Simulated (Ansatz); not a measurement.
Reference: Nb (Im-3m), PBEsol with spin-orbit coupling, rigid bands (plane waves, PAW; Ansatz, an electronic-structure program); geometry: cell and atoms relaxed with PBEsol.

```xyz
1
Lattice="-1.6360 1.6360 1.6360 1.6360 -1.6360 1.6360 1.6360 1.6360 -1.6360" Properties=species:S:1:pos:R:3 pbc="T T T"
Nb     0.0000     0.0000     0.0000
```

- density of states at the Fermi level per atom = 1.43 states/eV
- Drude plasma energy = 9.4 eV
- root-mean-square Fermi velocity = 6.4 ×10⁵ m/s
- resistivity times mean free path = 3.8 ×10⁻¹⁶ Ω·m²

Task: Replace Nb by Mo on the same sites and relax. What happens?

Result: Mo (Im-3m): volume per atom 17.5 to 15.3 Å³; density of states at the Fermi level per atom falls (1.43 states/eV to 0.58 states/eV); Drude plasma energy falls (9.4 eV to 8.7 eV); root-mean-square Fermi velocity rises (6.4 ×10⁵ m/s to 8.8 ×10⁵ m/s); resistivity times mean free path rises (3.8 ×10⁻¹⁶ Ω·m² to 6.0 ×10⁻¹⁶ Ω·m²).

Task: Swap Nb for W, keeping the structure type. How do these values move?

Result: W (Im-3m): volume per atom 17.5 to 15.7 Å³; density of states at the Fermi level per atom falls (1.43 states/eV to 0.38 states/eV); Drude plasma energy falls (9.4 eV to 7.0 eV); root-mean-square Fermi velocity rises (6.4 ×10⁵ m/s to 8.8 ×10⁵ m/s); resistivity times mean free path rises (3.8 ×10⁻¹⁶ Ω·m² to 9.5 ×10⁻¹⁶ Ω·m²).

Moves up to 6 % count as about the same. Metals at this level; values at 300 K, both spins, means over directions. As a rough test of the mesh, the Fermi surface's area from every second k point differs by up to 4 %. The product of resistivity and mean free path takes one path for all states.
